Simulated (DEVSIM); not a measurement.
Structure: Pd/La2O3/SiO2/p-Si capacitor, at 300 K.

```tsv
layer (left to right)	material	thickness (nm)	Na (cm⁻³)
1	La2O3	25.0	-
2	SiO2	0.980	-
3	Si	3400	2.9e16
```

Metal gate on the left, work function 5.2 eV. Fixed charge at the semiconductor interface -2.3e11 cm⁻² (in units of +e); no interface traps.

The device is made up for the run: typed textbook-type constants, with dimensions and the other settings drawn at random. Values at 300 K.

```csv
parameter,La2O3,SiO2,Si
gap (eV),5.8,9,1.124
affinity (eV),1.8,0.9,4.05
permittivity,27,3.9,11.7
Nc (cm⁻³),-,-,2.86e19
Nv (cm⁻³),-,-,3.1e19
```

Model (solved in DEVSIM): 1D Poisson equation in equilibrium, Boltzmann statistics, complete ionisation; no quantum confinement or tunnelling. Metal contacts follow the ideal Schottky-Mott rule: no Fermi-level pinning, no interface dipoles.

The La2O3 thickness was swept, all else fixed.

```tsv
La2O3 thickness (μm)	minimum of the low-frequency capacitance (μF/cm²)	flat-band voltage (V)	threshold voltage (band bending 2φF) (V)	capacitance of the dielectric stack (μF/cm²)
0.01	0.0613	0.23	[?]	1.42
0.014	0.0603	0.24	1.08	1.15
0.017	0.0591	0.24	1.09	1.01
0.021	0.0584	0.25	1.11	0.860
0.025	0.0581	0.26	1.13	0.752
0.03	0.0581	0.26	1.16	0.650
```

Question: Complete the blanks.

Answer: 
- 0.01, threshold voltage (band bending 2φF) (V): 1.06
